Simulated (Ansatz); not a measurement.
We consider Hf2N2O (Cc, No. 9, 10 atoms in the cell; start mp-1178187), described by PBEsol+SOC (PAW; Ansatz, an electronic-structure program).

Settings: plane-wave cutoff 520 eV, 6×6×6 k mesh, Fermi–Dirac smearing 0.01 eV, PAW data made under PBE.

Cell (relaxed with PBEsol):

```cif
data_Hf4N4O2
_chemical_formula_sum 'Hf4 N4 O2'
_space_group_name_H-M_alt 'P 1'
_space_group_IT_number 1
_cell_length_a 5.40691
_cell_length_b 5.40691
_cell_length_c 5.80567
_cell_angle_alpha 118.266
_cell_angle_beta 118.266
_cell_angle_gamma 61.082
loop_
_space_group_symop_operation_xyz
  'x, y, z'
loop_
_atom_site_label
_atom_site_type_symbol
_atom_site_fract_x
_atom_site_fract_y
_atom_site_fract_z
_atom_site_occupancy
Hf1 Hf 0.67034 0.13433 0.42703 1
Hf2 Hf 0.13433 0.67034 0.92703 1
Hf3 Hf 0.84966 0.37114 0.07077 1
Hf4 Hf 0.37114 0.84966 0.57077 1
N1 N 0.04057 0.94906 0.73537 1
N2 N 0.94906 0.04057 0.23537 1
N3 N 0.54527 0.74578 0.25305 1
N4 N 0.74578 0.54527 0.75305 1
O1 O 0.25171 0.44214 0.26378 1
O2 O 0.44214 0.25171 0.76378 1
```

**Question.** Give the computed band gap and Γ–Γ gap.

**Answer.** 
- band gap: 2.34 eV (on the SCF k mesh)
- Γ–Γ gap: 3.27 eV

Note: cell and atoms aren't relaxed at this level (pressure -0.4 GPa).

Static lattice: no zero-point or thermal effects.

A start named mp-… is a Materials Project structure, which need not be a measured phase.
